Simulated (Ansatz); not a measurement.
**Ru: stress against strain**

Ru (hcp, P6_3/mmc, 13.499 Å³/atom at rest, c along z) under a strain ε along a direction in the basal plane (axis x), the other axes held. r2SCAN in Ansatz, a plane-wave DFT program (PAW, default set), 500 eV, 24×24×14 Γ-centred mesh, Fermi-Dirac smearing 0.10 eV; ions are relaxed within the symmetry of each cell. Stress is positive for a compressed cell.

Here s stands for strain and y for stress xx.

| strain (%) | stress xx (GPa) |
|---|---|
| -3.00 | ? |
| -1.50 | 9.74 |
| -1.00 | 6.34 |
| -0.50 | 3.10 |
| 0.00 | 0.00 |
| 0.50 | -2.95 |
| 1.00 | -5.77 |
| 1.50 | -8.46 |

### Question
Fit y against s with a straight line, and predict the withheld value at s = -3.00.

### Answer
Means: s 0, y 0.286. About the means, the sum of products is -42.435 and the sum of squares of s is 7.0000; the slope is their ratio. Least squares gives y = 0.286 - 6.0621·s. Residuals (row less fit): 0.361, -0.008, -0.217, -0.286, -0.205, 0.006, 0.347; standard error 0.290 (degrees of freedom: 5). The slope gives the elastic constant C11 = 606 ± 11 GPa. At the withheld row, y = 0.286 - 6.0621 × (-3.0) = 18.472 GPa. The calculation gives 20.88 GPa, 2.408 GPa above the prediction (8.2 % of the range of y in the table). The row lies outside the fitted rows, so this is an extrapolation. From the scatter of the fitted rows alone, a prediction at this place has a standard error of 0.453 GPa, so the miss is 5.3 times that.

One order more, fitted to all 13 runs of the series, follows each within 0.06, so the miss is the next term of a smooth law. In a metal these values are sensitive to mesh and smearing; energies are taken to zero smearing, stresses follow the free energy. Rows are the converged runs of the series near zero and its far end; series whose fitted rows scatter by over a few per cent of the range, as at a crossing or softening among them, aren't shown in this form. Most that stay on the fit to the last digits aren't either.
